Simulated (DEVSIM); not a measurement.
Device: Schottky contact on n-type GaAs, at 300 K.

| layer (left to right) | material | thickness (μm) | Nd (cm⁻³) | τn (s) | τp (s) |
|---|---|---|---|---|---|
| 1 | GaAs | 0.330 | 4.1e15 | 5e-10 | 5e-10 |

Left contact: Schottky, work function 5.08 eV, emission velocity 7.5e6 cm/s. Right contact: ohmic. Voltage is applied to the left contact. Recombination: SRH at mid-gap, radiative. Mobility is μmin + (μ − μmin)/(1 + (N/Nref)^α).

Constants are typed, rounded textbook-type inputs, not results; the design itself was drawn at random and stands for no fabricated device. Values at 300 K.

```
parameter        GaAs
-------------  ------
gap (eV)        1.424
affinity (eV)    4.07
permittivity     12.9
Nc (cm⁻³)      4.7e17
Nv (cm⁻³)        9e18
μn (cm²/Vs)      8500
μp (cm²/Vs)       400
μn,min            500
μp,min             20
Nref,n           6e16
Nref,p         1.5e17
αn               0.39
αp               0.38
B (cm³/s)       2e-10
```

Model (solved in DEVSIM): 1D drift-diffusion, Boltzmann statistics, complete ionisation; no tunnelling, impact ionisation, image-force lowering or self-heating. Metal contacts follow the ideal Schottky-Mott rule: no Fermi-level pinning, no interface dipoles.

The metal work function was swept, all else fixed.

| metal work function (eV) | dark forward voltage at 100 A/cm² (V) | largest field in the device at zero bias (V/cm) | dark forward voltage at 1 A/cm² (V) | potential step across the device at zero bias (V) |
|---|---|---|---|---|
| 4.93 | 0.641 | 32000 | 0.520 | 0.737 |
| 4.98 | 0.691 | 33000 | 0.570 | 0.787 |
| 5.03 | 0.741 | 35000 | 0.620 | 0.837 |
| 5.08 | 0.791 | 36000 | 0.670 | 0.887 |
| 5.13 | 0.841 | 38000 | 0.720 | 0.937 |
| 5.18 | 0.891 | 39000 | 0.770 | 0.987 |
| 5.23 | 0.941 | 41000 | 0.819 | 1.037 |
| 5.28 | 0.990 | 43000 | 0.866 | 1.087 |

From the first row to the last the dark forward voltage at 100 A/cm² goes from 0.641 to 0.990. From the first row to the last the largest field in the device at zero bias goes from 32000 to 43000.
